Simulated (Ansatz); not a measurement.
Take LuCl₃ (space group R-3c, No. 167; a = 6.4314 Å, c = 17.6660 Å (hexagonal axes); a hypothetical phase, not in the database extracts checked) as the base. Axes: x lies along a and z along c of the hexagonal cell.

Computed with Ansatz (a first-principles code) PBEsol, no SOC.

Before the change:

- Shortest interatomic distance: 2.574 Å
- Smallest direct gap: 4.85 eV
- Valence-band top at Γ: 0.00, -0.08, -0.08 eV
- Band gap: 4.63 eV

The change: tensor shear ε_yz = −1.74 % (engineering shear γ = -0.0348), atoms relaxed at fixed cell.

**Question.** How does this affect the shortest interatomic distance?

**Answer.** The shortest interatomic distance falls by 0.0135 Å (2.574 Å → 2.560 Å).

**Question.** What happens to the smallest direct gap?

**Answer.** The smallest direct gap drops by 0.09 eV to 4.76 eV.

**Question.** How does this affect the valence-band top at Γ?

**Answer.** The valence-band top at Γ (three highest levels, from the VBM) changes from 0.00, -0.08, -0.08 eV to 0.00, -0.11, -0.12 eV.

**Question.** How does this affect the energy relative to the base?

**Answer.** The energy goes up by 2.3 meV/atom.

**Question.** Predict the new band gap.

**Answer.** The band gap shrinks by 0.04 eV (4.63 eV → 4.59 eV).

The cells carry an imposed strain or load. No phonon test of stability was made. The base started in R32 and relaxed to R-3c at this level.
